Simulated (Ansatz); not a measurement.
**Os: biaxial strain +2.97 %, plane normal [001], relaxed out of plane**

Start from Os in the hcp (Mg type) structure (space group P6_3/mmc, No. 194; a = 2.738 Å, c = 4.318 Å; relaxed with 0.1 eV smearing). Axes: x lies along a and z along c of the hexagonal cell.

It is then changed as follows: tensile biaxial strain of 2.97 % in the plane normal to [001], as in epitaxy on a mismatched substrate; the out-of-plane cell vector and the atoms relax.

Calculations: Ansatz (an electronic-structure program) r2SCAN, without spin-orbit coupling. Settings: 24×24×13 k-points, 0.1 eV Fermi–Dirac smearing.

| quantity | base | changed | shift |
|---|---|---|---|
| volume per atom | 14.02 Å³ | 14.62 Å³ | +0.607 Å³ |
| space group | P6_3/mmc (No. 194) | P6_3/mmc (No. 194) | – |
| shortest interatomic distance | 2.676 Å | 2.676 Å | 0.000 Å |
| band gap | zero | zero | – |
| out-of-plane strain | – | -1.60 % | – |
| ratio −ε⊥/ε∥ | – | 0.54 | – |
| mean in-plane stress (compression positive) | – | -21.9 GPa | – |

Final structure (turned so that z lies along the plane normal):

```
Os
1.0
    2.81927     0.00000     0.00000
    1.40963     2.44156     0.00000
    0.00000     0.00000     4.24920
Os
2
Direct
  0.33333   0.33333   0.75000
  0.66667   0.66667   0.25000
```

No phonon test of stability was made. The final runs are not spin-polarised.
